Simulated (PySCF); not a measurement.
PySCF 2.14.0, unrestricted BP86/def2-tzvp, df: Cu(SH)2 ([SH][Cu][SH]), charge 0, multiplicity 2, 5 atoms. The geometry is a generated start, not checked to be a minimum at this level.

```json
{
 "task": "energy",
 "method": "bp86",
 "basis": "def2-tzvp",
 "two_electron_scheme": "density fitting",
 "mol.max_memory": "3000 MB",
 "mf.max_cycle": "100",
 "mf.init_guess": "minao (default)",
 "mf.DIIS": "CDIIS (default)",
 "mf.diis_space": "8 (default)",
 "mf.conv_tol": "1e-09 (default)",
 "mf.grids.level": "3 (default)",
 "basis_functions": "131",
 "grid_points": "78016"
}
```

```xyz
5

Cu     0.0168     0.1396    -0.5811
S      2.1665     0.0015    -0.3749
H      2.2030     0.3729     0.8984
S     -2.1445     0.0803    -0.5413
H     -2.2416    -0.5944     0.5988
```

Charge 0 and multiplicity 2 are set for this test and not shown to be the ground state.

One run each on 2 threads, 1 BLAS thread. Values of level_shift (Hartree) tried: 0 (default), 0.1, 0.3, 1.

### Question
Which value of level_shift (Hartree) needs the fewest Fock builds, and what happens away from it?

### Answer
Fewest Fock builds: 0 (default) with 21. The run ends without SCF convergence in 100 cycles at 0.1, 0.3, 1.

```
level_shift (Hartree)  Fock builds             end
---------------------  -----------  --------------
0 (default)                     21   same solution
0.1                             25  no convergence
0.3                             47  no convergence
1                              101  no convergence
```
